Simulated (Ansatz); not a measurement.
A self-consistent single point of In2Ni3S2 (R-3m, 7 atoms in the cell) with Ansatz (a program for electronic structure).

Level of theory: LDA (PW92), PAW files made with PBE (plane waves; Ansatz).

The change in words: lattice scaled by 0.98. Reference geometry:
```
In2Ni3S2
1.0
    2.73482     1.57895     4.57088
   -2.73482     1.57895     4.57088
    0.00000    -3.15790     4.57088
In Ni S
2 3 2
Direct
  0.50000   0.50000   0.50000
  0.00000   0.00000   0.00000
  0.50000   0.00000   0.00000
  0.00000   0.50000   0.00000
  0.00000   0.00000   0.50000
  0.72308   0.72308   0.72308
  0.27692   0.27692   0.27692
```

Reference input (self-consistent single point, DFT, LDA (PW92), plane waves, PAW files made with PBE): basis.ecutwfc = 30.9 Ry; kpoints.mp_grid.grid = 5 5 5; hamiltonian.xc = lda; hamiltonian.pseudopotentials = {kind: paw} (an earlier, softer set of the program's PAW files); scf.occupations.method = fermi_dirac; scf.occupations.width = 0.01 Ry. This run's input differs from it in these lines:

```diff
@@ -2,5 +2,5 @@
   lattice:
-    - [2.734819, 1.578948, 4.570881]
-    - [-2.734819, 1.578948, 4.570881]
-    - [0.000000, -3.157897, 4.570881]
+    - [2.680123, 1.547369, 4.479463]
+    - [-2.680123, 1.547369, 4.479463]
+    - [0.000000, -3.094739, 4.479463]
   atoms:
```

Output, abridged:

```
SCF iter   1: F=—  HF=-29983.580626 eV  |F-HF|=—  |Δ(HF+E_count)|=         —  Δρ=1.72e-1  dr2=3.90e1  ethr=3.10e-3  ⟨swp⟩=7.2  Hψ=4549  notcnv=0  defer=15
all-band conjugate gradients solve this SCF's bands
preconditioner: auto → Kerker (q_TF=auto, 2.642 Å⁻¹)
SCF iter   2: F=—  HF=-29979.168917 eV  |F-HF|=—  |Δ(HF+E_count)|=    4.41e0  Δρ=4.56e-2  dr2=6.55e0  ethr=3.10e-3  ⟨swp⟩=3.2  Hψ=2381  notcnv=0  defer=39
   [... lines left out ...]
SCF iter   8: F=—  HF=-29977.154128 eV  |F-HF|=—  |Δ(HF+E_count)|=   1.30e-4  Δρ=2.11e-4  dr2=6.75e-5  ethr=4.54e-7  ⟨swp⟩=2.7  Hψ=1799  notcnv=0  defer=29
SCF iter   9: F=—  HF=-29977.154108 eV  |F-HF|=—  |Δ(HF+E_count)|=   2.06e-5  Δρ=3.95e-5  dr2=2.25e-6  ethr=7.33e-8  ⟨swp⟩=2.3  Hψ=1755  notcnv=0  defer=29
SCF iter  10: F=—  HF=-29977.154107 eV  |F-HF|=—  |Δ(HF+E_count)|=   7.06e-7  Δρ=1.14e-5  dr2=1.26e-7  ethr=2.44e-9  ⟨swp⟩=2.1  Hψ=1754  notcnv=0  defer=29
SCF iter  11: F=-29977.154107 eV  HF=-29977.154107 eV  |F-HF|=2.36e-8  |Δ(HF+E_count)|=   4.53e-8  Δρ=5.95e-6  dr2=2.54e-8  ethr=1.09e-10  ⟨swp⟩=13.2  Hψ=5688  notcnv=0
SCF 1 converged in 11 iterations: F = -29977.154107 eV  dr2 = 2.54e-8
Free energy (F): -29977.154107 eV
Internal energy: -29976.960159 eV  (E = F + TS)
E sigma→0 (E₀):  -29977.057133 eV
Entropy (-TS):   -0.193948 eV (-27.707 meV/atom)
Fermi energy:    12.576497 eV
--- Forces (eV/Å), atoms counted from 1 ---
  atom   1  In    -0.00000000    -0.00000000    -0.00000000
  atom   2  In     0.00000000    -0.00000000    -0.00000000
  atom   3  Ni     0.00000000    -0.00000000     0.00000000
  atom   4  Ni    -0.00000000    -0.00000000    -0.00000000
  atom   5  Ni    -0.00000000    -0.00000000    -0.00000000
  atom   6  S      0.00000000    -0.00000001     0.15477637
  atom   7  S      0.00000000     0.00000001    -0.15477637
--- Stress (GPa, compression-positive) ---
       -4.873983       0.000000       0.000000
        0.000000      -4.873983      -0.000000
        0.000000      -0.000000      -4.675600
  P = ⅓ Tr σ = -4.8079 GPa (-48.079 kbar)
  The stress holds the Pulay correction. Without it, at fixed plane waves, as pw.x and ABINIT print it: P = -4.8586 GPa
```

The run converged in 11 iterations. Against the reference run the free energy falls by 48.0 meV/atom, the pressure goes from -10.28 to -4.81 GPa and the largest force goes from 0.913 to 0.155 eV/Å.

The starting cell comes from a database of computed structures (which also holds hypothetical and non-ambient phases and stackings), without a prior relaxation at this level. Its lattice was rescaled by a random factor within 2.5 % of one. For this run, on top of that: lattice scaled by 0.98. Spin polarisation is off, so a magnetic state, if there is one, cannot be reached. With a pressure of about -5 GPa the cell is away from its equilibrium volume at this level. Ansatz's pressure includes its estimate of the finite-basis (Pulay) stress.

Keys are those of Ansatz 0.2.
